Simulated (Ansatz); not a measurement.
CO on the 1x1 (100) surface of monoclinic HfO2 (cut with top plane 2 O), one in a 1x1 cell, started at the site 'hollow O-O-O'

Host crystal: monoclinic HfO2, with a band gap (PBE, scalar-relativistic without spin-orbit coupling).

The numbers are results of r2SCAN, at the PBE geometry (plane waves to 500 eV, PAW; Ansatz, an electronic-structure program), not measurements.

Slab: 26 atoms, 9.3 Å thick at the start under the adsorbate (thin: gaps and levels are the slab's own); k 4x4x1, smearing 0.01 eV, dipole-corrected; single point; no symmetry held, on the structure that PBE left; no spin, no spin-orbit, no U, no dispersion correction. At the end it is bonded to Hf. In PBE it is, or lies within 0.03 eV of, the lowest of the starts that converged; the order may differ at this level.

- adsorption energy against CO(g) at the same level: -0.66 eV
- gap of the slab on its k-mesh: 3.46 eV
- highest filled level below the top vacuum level: 6.75 eV
- change of the step from the bottom to the top vacuum level, against the clean slab: -0.82 eV
- height of the binding atom over the mean of the host atoms within 0.3 Å of the top one: 1.137 Å
- nearest host atoms of the binding atom: Hf at 2.49 Å, O at 2.85 Å, O at 2.96 Å
- caution: the clean host was not checked against rearrangement in a larger or rattled cell
- note: in the relaxation the adsorbate left its starting site by 1.2 Å
- cost: around 3 core-minutes (rough)

A negative adsorption energy means that the adsorbate is more stable on the surface than in its reference.
